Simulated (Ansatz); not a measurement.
## Effort and miss along a sweep of kpoints.mp_grid.grid: Ba (Im-3m, 1 atom in the cell)

```yaml
crystal:
  lattice:
    - [-2.54765, 2.54765, 2.54765]
    - [2.54765, -2.54765, 2.54765]
    - [2.54765, 2.54765, -2.54765]
  atoms:
    - { symbol: Ba, position: [0.00000, 0.00000, 0.00000] }
```

Method of the run: PBE, PAW files (plane waves; Ansatz, an electronic-structure program).

Base settings: basis.ecutwfc = 420 eV; kpoints.mp_grid.grid = 6 6 6; hamiltonian.xc = pbe; hamiltonian.pseudopotentials = {kind: paw} (an earlier, softer set of the program's PAW files); scf.occupations.method = gaussian; scf.occupations.width = 0.1 eV.

Misses are taken against the tightest run, 22 22 22, which need not be fully converged itself. The energy is the free energy per atom.

The count of work is k-points × plane waves × bands × iterations; it is no time, and leaves out set-up, grids and terms that scale otherwise. 

The starting cell has typed, rounded lattice constants, without a prior relaxation at this level. Its lattice was rescaled by a random factor within 2.5 % of one. Ansatz's pressure includes its estimate of the finite-basis (Pulay) stress.

| kpoints.mp_grid.grid | energy less reference (meV/atom) | pressure less reference (GPa) | count of work / reference |
|---|---|---|---|
| 1 1 1 | -2968.48 | 3.75 | 0.0025 |
| 2 2 2 | -553.33 | -3.71 | 0.0091 |
| 3 3 3 | 104.01 | -0.47 | 0.012 |
| 4 4 4 | -0.51 | 0.18 | 0.020 |
| 5 5 5 | -4.02 | -0.11 | 0.025 |
| 6 6 6 | 5.57 | 0.09 | 0.049 |
| 7 7 7 | 3.95 | 0.07 | 0.051 |
| 9 9 9 | 0.49 | 0.01 | 0.11 |
| 10 10 10 | 1.03 | 0.00 | 0.14 |
| 12 12 12 | 0.15 | 0.01 | 0.22 |
| 14 14 14 | -0.13 | 0.01 | 0.32 |
| 18 18 18 | -0.05 | 0.00 | 0.59 |
| 22 22 22 | 0.00 | 0.00 | 1.0 |

Coarsest setting among those run that, with all tighter ones, holds the energy within 5 meV/atom of the reference: 7 7 7, off by 3.9 meV/atom; it needs 0.051 of the reference's count of work. The coarser 4 4 4 also lies inside, but a setting between leaves the range again, so that is luck.

Coarsest setting among those run that, with all tighter ones, holds the energy within 2 meV/atom of the reference: 9 9 9, off by 0.49 meV/atom; it needs 0.11 of the reference's count of work. The coarser 4 4 4 also lies inside, but a setting between leaves the range again, so that is luck.

The step from 6 6 6 to 10 10 10: it takes the miss in the energy from 5.6 to 1.0 meV/atom, for 2.9 times the count of work.

Keys are those of Ansatz 0.2.
